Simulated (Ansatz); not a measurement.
# A computed series for Al: response to strain

Start from Al in the fcc (Cu type) structure (space group Fm-3m, No. 225; a = 4.0155 Å; relaxed with 0.1 eV smearing). Axes: x, y, z lie along the cube axes.

Strains are applied to the cell and any free atomic positions relax; under biaxial strain the out-of-plane vector relaxes too.

The values are results of PBEsol (Ansatz, a quantum-chemistry and plane-wave program; PAW; 420 eV plane waves; no spin-orbit coupling), not measurements.

| biaxial strain, plane normal [001], relaxed out of plane (%) | out-of-plane strain (%) |
|---|---|
| -3 | 3.26 |
| -2.5 | 2.79 |
| -2 | ? |
| -1.5 | 1.75 |
| -1 | 1.18 |
| -0.5 | 0.59 |
| 0 | 0.00 |

Task: Fit ε⊥ = −νε + γε² (strains in %) to the rows shown and predict the withheld row.

Result: Least squares on the printed values gives ν = 1.23 (the biaxial Poisson response) and γ = -0.048 (largest residual 0.01 %); this predicts 2.27 %, and the run gives 2.29 %, 0.02 higher.

Stability against distortions was not tested.
